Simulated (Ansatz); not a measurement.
The structure below was relaxed with Kohn–Sham DFT with the r2SCAN functional, run in Ansatz (an electronic-structure program) with PAW and 500 eV plane waves, scalar-relativistic without spin-orbit coupling, earlier PAW set, at pressure 50 GPa.

Space group F-43m (No. 216); a = b = c = 4.2395 Å, α = β = γ = 90.00°

| atom | site | symmetry | x | y | z |
|---|---|---|---|---|---|
| P | 4c | -43m | 0.2500 | 0.2500 | 0.2500 |
| B | 4a | -43m | 0.0000 | 0.0000 | 0.0000 |

Problem. Write out a cell with all atoms.

Solution. 
```
BP
1.0
    4.23953     0.00000     0.00000
    0.00000     4.23953     0.00000
    0.00000     0.00000     4.23953
P B
4 4
Direct
  0.25000   0.25000   0.25000
  0.25000   0.75000   0.75000
  0.75000   0.25000   0.75000
  0.75000   0.75000   0.25000
  0.00000   0.00000   0.00000
  0.00000   0.50000   0.50000
  0.50000   0.00000   0.50000
  0.50000   0.50000   0.00000
```
This is the conventional cell.

Load acts through the strain it causes; cell and atoms are relaxed under it. No phonon test of stability was made. Competing high-pressure phases were not computed. The cell was made from BP in the zinc blende structure (space group F-43m, No. 216) by this change: pressure 50 GPa.
